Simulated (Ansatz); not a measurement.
Reference: AlP (F-43m), PBEsol with spin-orbit coupling, rigid bands (plane waves, PAW; Ansatz, a quantum-chemistry and plane-wave program); axes and stresses refer to this cell.

```yaml
crystal:
  lattice:
    - [0.00000, 2.73525, 2.73525]
    - [2.73525, 0.00000, 2.73525]
    - [2.73525, 2.73525, 0.00000]
  atoms:
    - { symbol: Al, position: [0.00000, 0.00000, 0.00000] }
    - { symbol: P, position: [0.75000, 0.75000, 0.75000] }
```

band gap: 1.43 eV
Seebeck coefficient, p-type 1e19 cm⁻³: 399 μV/K
Seebeck coefficient, n-type 1e19 cm⁻³: -262 μV/K

Q: Change: biaxial stress xx = yy = 2 GPa (compression positive). What happens to band gap, Seebeck coefficient, p-type 1e19 cm⁻³, Seebeck coefficient, n-type 1e19 cm⁻³?

A: band gap shrinks to 1.30 eV; Seebeck coefficient, p-type 1e19 cm⁻³ drops to 353 μV/K; Seebeck coefficient, n-type 1e19 cm⁻³ drops in size to -231 μV/K.

Q: Change: uniaxial stress zz = -2 GPa (compression positive). What happens to band gap, Seebeck coefficient, p-type 1e19 cm⁻³, Seebeck coefficient, n-type 1e19 cm⁻³?

A: band gap shrinks to 1.35 eV; Seebeck coefficient, p-type 1e19 cm⁻³ decreases to 353 μV/K; Seebeck coefficient, n-type 1e19 cm⁻³ decreases in size to -233 μV/K.

Seebeck coefficients are for the stated density at 300 K, with one relaxation time for all states and whether or not that doping can be reached. Stresses and pressures are the targets of the relaxation.  The structure type is held under load, also where the real crystal would transform.
